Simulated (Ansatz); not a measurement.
Take CaF$_{2}$ in the fluorite structure (space group Fm-3m, No. 225; a = 5.4391 Å) as the base. Axes: x, y, z lie along the cube axes.

One thing is altered: strain tensor (xx, yy, zz, yz, xz, xy) = (+0.17, +1.23, +0.06, +0.59, +1.05, +0.80) %, atoms relaxed at fixed cell.

Levels (all Ansatz, a program for electronic structure, PAW): r2SCAN (500 eV, no SOC); HSE06+SOC (420 eV, spin-orbit coupling included).

The geometry is relaxed with r2SCAN.

* **r2SCAN band gap**: 7.92 eV

Problem. How does going to HSE06+SOC change the band gap?

Solution. The band gap increases by 1.41 eV (7.92 eV → 9.33 eV).

Single points use the geometry relaxed with r2SCAN. The hybrid gap comes from the SCF mesh plus the semilocal run's edge points and a few special points and is an upper bound. The spin-orbit shifts are approximate. Stability against distortions was not tested.
